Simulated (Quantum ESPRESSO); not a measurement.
Worked example: self-consistent single point of Zr₂Ni (I4/mcm, 6 atoms in the cell) in Quantum ESPRESSO.

Computed with LDA (PZ), GBRV 1.5 ultrasoft (LDA) pseudopotentials (plane waves; Quantum ESPRESSO 7.5).

```
CELL_PARAMETERS angstrom
     -3.30150     3.30150     2.67339
      3.30150    -3.30150     2.67339
      3.30150     3.30150    -2.67339
ATOMIC_POSITIONS crystal
  Zr 0.66441 0.16441 0.82882
  Zr 0.33559 0.83559 0.17118
  Zr 0.16441 0.33559 0.50000
  Zr 0.83559 0.66441 0.50000
  Ni 0.25000 0.25000 0.00000
  Ni 0.75000 0.75000 0.00000
```

Reference input (self-consistent single point, DFT, PBEsol, plane waves, GBRV 1.5 ultrasoft (PBESOL) pseudopotentials): ecutwfc = 50 Ry; ecutrho = 400 Ry; occupations = smearing; smearing = fd; degauss = 0.0099958 Ry; potentials = {Zr: zr_pbesol_v1.uspp.F.UPF, Ni: ni_pbesol_v1.4.uspp.F.UPF}; K_POINTS = automatic 5 5 5 0 0 0; conv_thr = 1e-09 Ry. This run's input differs from it in these lines:

```diff
@@ -22,4 +22,4 @@
 ATOMIC_SPECIES
-Zr    91.2240  zr_pbesol_v1.uspp.F.UPF
-Ni    58.6934  ni_pbesol_v1.4.uspp.F.UPF
+Zr    91.2240  zr_lda_v1.uspp.F.UPF
+Ni    58.6934  ni_lda_v1.4.uspp.F.UPF
 ATOMIC_POSITIONS crystal
```

Output, abridged:

```
     Self-consistent Calculation

     iteration #  1     ecut=    50.00 Ry     beta= 0.70

     negative rho (up, down):  2.364E-01 0.000E+00

     total energy              =   -1041.63851469 Ry
     estimated scf accuracy    <      54.98241771 Ry

     iteration #  2     ecut=    50.00 Ry     beta= 0.70

     negative rho (up, down):  2.364E-01 0.000E+00

     total energy              =   -1079.33460972 Ry
     estimated scf accuracy    <     189.41549001 Ry

     iteration #  3     ecut=    50.00 Ry     beta= 0.70

     negative rho (up, down):  2.460E-01 0.000E+00

     total energy              =   -1081.62886466 Ry
     estimated scf accuracy    <      31.52548403 Ry

   [... 17 blocks of this kind left out ...]

     iteration # 21     ecut=    50.00 Ry     beta= 0.70

     negative rho (up, down):  2.456E-01 0.000E+00

     total energy              =   -1083.71576053 Ry
     estimated scf accuracy    <          3.2E-09 Ry

     iteration # 22     ecut=    50.00 Ry     beta= 0.70

     negative rho (up, down):  2.456E-01 0.000E+00
     End of self-consistent calculation

     the Fermi energy is    14.1161 ev

!    total energy              =   -1083.71576053 Ry
     estimated scf accuracy    <          1.4E-11 Ry
     smearing contrib. (-TS)   =      -0.03361797 Ry
     internal energy E=F+TS    =   -1083.68214255 Ry

     convergence has been achieved in  22 iterations

     negative rho (up, down):  2.456E-01 0.000E+00

     Forces acting on atoms (cartesian axes, Ry/au):

     atom    1 type  1   force =     0.00121432    0.00121432    0.00000000
     atom    2 type  1   force =    -0.00121432   -0.00121432   -0.00000000
     atom    3 type  1   force =    -0.00121432    0.00121432   -0.00000000
     atom    4 type  1   force =     0.00121432   -0.00121432    0.00000000
     atom    5 type  2   force =     0.00000000    0.00000000    0.00000000
   [... lines left out ...]
     Total force =     0.003435     Total SCF correction =     0.000004
   [... lines left out ...]

     negative rho (up, down):  2.456E-01 0.000E+00
          total   stress  (Ry/bohr**3)                   (kbar)     P=     -131.16
  -0.00089422   0.00000000   0.00000000         -131.54        0.00        0.00
   0.00000000  -0.00089422   0.00000000            0.00     -131.54        0.00
  -0.00000000   0.00000000  -0.00088646           -0.00        0.00     -130.40

   JOB DONE.
```

The run converged in 22 iterations. Against the reference run the pressure goes from -9.73 to -13.12 GPa and the largest force goes from 0.001 to 0.044 eV/Å.

The starting cell comes from a database of computed structures (which also holds hypothetical and non-ambient phases and stackings), without a prior relaxation at this level. Its lattice was rescaled by a random factor within 2.5 % of one. Spin polarisation is off. With a pressure of about -13 GPa the cell is away from its equilibrium volume at this level.

Cost on one core of a shared machine: roughly 6 min.
